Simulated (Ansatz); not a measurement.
# TiB2: response to strain

The parent structure is TiB2 (space group P6/mmm, No. 191; a = 3.017 Å, c = 3.185 Å). Axes: x lies along a and z along c of the hexagonal cell.

Strains are applied to the cell and any free atomic positions relax.

Computed with PBEsol (Ansatz, an electronic-structure program; PAW; 420 eV plane waves; spin-orbit coupling left out), earlier PAW set.

Candidates:
(a) strain tensor (xx, yy, zz, yz, xz, xy) = (+0.07, +0.93, +1.71, +0.39, −0.17, +1.40) %
(b) tensor shear ε_xy = +1.58 %
(c) isotropic strain +4.99 %

Notes on the quantities. energy relative to the base: free energy F.

Question: Order them by energy relative to the base, lowest first.

Answer: (b) tensor shear ε_xy = +1.58 % (+8.0 meV/atom), (a) strain tensor (xx, yy, zz, yz, xz, xy) = (+0.07, +0.93, +1.71, +0.39, −0.17, +1.40) % (+12 meV/atom), (c) isotropic strain +4.99 % (+137 meV/atom)

The mesh was chosen for an insulator and is coarse for the gapless case. Without a gap, meshes like the base's 13×13×10 leave anisotropic stresses uncertain by several tenths of a GPa, and small strain energies with them. Whether these cells are dynamically stable was not tested. All final runs are without spin polarisation.
